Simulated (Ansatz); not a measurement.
**Effect of isotropic strain +5.76 % on Ti3Al**

The reference is Ti$_{3}$Al (space group P6_3/mmc, No. 194; a = 5.7553 Å, c = 4.6546 Å).

It is then changed as follows: every lattice vector is stretched by 5.76 %, atoms relaxed at fixed cell.

Level of theory: PBE (Ansatz, an electronic-structure program), without spin-orbit coupling, earlier PAW set. Γ-centred 10×10×10 mesh, Fermi–Dirac width 0.05 eV.

The volume per atom rises by 3.05 Å³, from 16.69 Å³ to 19.74 Å³ and the space group stays P6_3/mmc (No. 194). The shortest interatomic distance increases by 0.163 Å to 2.987 Å and the energy increases by 152 meV/atom. The pressure (mean of the normal stresses, compression positive) goes from zero to -13.9 GPa and the band gap remains zero.

Whether these cells are dynamically stable was not tested. All final runs are without spin polarisation.
